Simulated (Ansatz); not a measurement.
BAs under load (space group F-43m), PBE with spin-orbit coupling, rigid bands in Ansatz (an electronic-structure program). Condition of this run: hydrostatic pressure of 19.2 GPa (compression positive) (the target of the relaxation). Band gap 1.00 eV, N_c = 3.57e19 cm⁻³ and N_v = 1.17e19 cm⁻³ at 300 K, conductivity masses of 0.302 mₑ (electrons) and 0.353 mₑ (holes). Take k_BT = 0.02585 eV.

Q: What built-in voltage has an abrupt junction with N_A = 1e16 and N_D = 1e18 cm⁻³, all dopants ionised?

A: V_bi = E_g/e − (k_BT/e) ln(N_c N_v/(N_A N_D)) = 1.00 − 0.02585 × 10.64 = 0.72 V, for the computed gap.

Q: What thermal injection velocity √(2k_BT/πm) limits a ballistic channel?

A: 9.79e6 cm/s for electrons and 9.06e6 cm/s for holes, a ratio of √(m_h/m_e) = 1.08, for dilute carriers.

Q: A film of it is 2 nm thick. Estimate the confinement energies in an infinite well.

A: ħ²π²/(2m t²) = 0.376 eV·nm²/(m/mₑ × t²) gives 311 meV for electrons and 266 meV for holes, so the gap would widen to about 1.58 eV. Finite barriers and nonparabolic bands lower this, and with several valleys or bands the heaviest mass along the normal sets the lowest level, not this average.

Rigid bands with the computed gap; masses take one relaxation time for all states. Geometry: cell and atoms relaxed with PBEsol.
